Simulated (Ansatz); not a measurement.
hcp Ho, treated with rVV10 in Ansatz (PAW).

Excerpt of the program's output:

```
Relaxation: its limit of steps is 80 (relax.max_steps)
Crystal: 2 atoms, lattice volume = 67.697 Å³
Basis set: ecut = 520 eV, 1809 PW (Γ), exchange–correlation on 60×60×90 points (8 copies of the dense FFT grid, shifted against one another)
Bands: 30, of which v1, the nominal top of the filled ones, is band 21 counted from 1 (20 counted from 0)
Symmetry: 24 space group operations
Space group: P63/mmc (ITA 194), of the structure as read, at distance tolerance 4.1e-5 Å
k-points: 222 of 3240
Initial density: superposition of atomic densities (chi_scale 0.1, normalization cell)
Functional: x = rpw86, c = pbe(β = 0.06672455060314922) + rvv10(b = 6.3, C = 0.0093)
spin=Collinear: Kerker preconditioning applied to the charge; magnetization (m = ρ↑ − ρ↓) channel mixes plain (no charge-response kernel on spin).
SCF 1 converged in 22 iterations: F = -22758.429710 eV  dr2 = 2.41e-8
Crystal: 2 atoms, lattice volume = 67.697 Å³
Initial density: handed on by an earlier stage of this run
spin=Collinear: Kerker preconditioning applied to the charge; magnetization (m = ρ↑ − ρ↓) channel mixes plain (no charge-response kernel on spin).
SCF 2 converged in 10 iterations: F = -22758.429710 eV  dr2 = 3.35e-13
SCF converged after 10 iterations
Magnetization: 7.3271 μB (24.6635 up, 17.3365 down)
Free energy (F): -22758.429710 eV
Internal energy: -22758.333363 eV  (E = F + TS)
E sigma→0 (E₀):  -22758.381536 eV
Fermi energy:    11.523310 eV
--- Forces (eV/Å), atoms counted from 1 ---
  atom   1  Ho    -0.00000000     0.00000000    -0.00000000
  atom   2  Ho    -0.00000000    -0.00000000     0.00000000
--- Stress (GPa, compression-positive) ---
       -0.478256       0.000000      -0.000000
        0.000000      -0.478256      -0.000000
       -0.000000      -0.000000      -0.480196
  P = ⅓ Tr σ = -0.4789 GPa (-4.789 kbar)
```

Q: Write an input file that could have produced this run (the log leaves some choices open).

A: One answer among several that fit: 
Ansatz 0.2 input:
```yaml
crystal:
  lattice:
    - [1.8229047922, -3.1573637174, 0.0]
    - [1.8229047922, 3.1573637174, 0.0]
    - [0.0, 0.0, 5.8809615699]
  atoms:
    - { symbol: Ho, position: [0.3333333333, 0.6666666667, 0.25], spin: 4.0 }
    - { symbol: Ho, position: [0.6666666667, 0.3333333333, 0.75], spin: 4.0 }
basis:
  ecutwfc: 520
  ecutrho_ratio: 4
  xc_grid: 2
kpoints:
  mp_grid: { grid: [18, 18, 10] }
hamiltonian:
  xc: { exchange: rpw86, correlation: pbe }
  dispersion: rvv10
  pseudopotentials: { kind: paw }
scf:
  occupations: { method: fermi_dirac, width: 0.05 }
output:
  forces: true
  stress: true
  eigenvalues: true
magnetization:
  spin_polarized: true
relax:
  f_tol: 0.004
  escape_saddle: false
  max_steps: 80
  cell: { stress_tol: 0.02, fix: [volume] }
```

The cell is one volume of an energy–volume scan, off the minimum.

The PAW data were made under PBE.

The run is spin-polarised with parallel starting moments, which need not be the measured order.

Note: the 4f shell is treated without U or exact exchange, so its levels and filling can be wrong.

Computing time: very roughly 8 core-minutes.

Ansatz is a program for electronic structure.
